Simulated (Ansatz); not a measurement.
HfO2 (space group P2_1/c, No. 14)

Space group P2₁/c (No. 14); a = 5.161 Å, b = 5.212 Å, c = 5.352 Å, α = γ = 90.00°, β = 99.66°

| atom | site | symmetry | x | y | z |
|---|---|---|---|---|---|
| Hf | 4e | 1 | 0.2757 | 0.0429 | 0.2084 |
| O | 4e | 1 | 0.0671 | 0.3286 | 0.3484 |
| O | 4e | 1 | 0.5508 | 0.2572 | 0.0234 |

Calculations: Ansatz (a quantum-chemistry and plane-wave program) PBE, no spin-orbit coupling. k-mesh 5×5×5 (Γ-centred); smearing 0.05 eV (Fermi–Dirac).

The volume per atom is 11.83 Å³ and the density is 9.85 g/cm³. The band gap comes out as 4.04 eV, indirect, Γ → Y₂ and the total energy comes out as -5620.560 eV/atom (σ→0; compares only within this code and set-up).

Spin-orbit coupling, missing from the scalar runs, can matter with Hf. Stability against distortions was not tested.
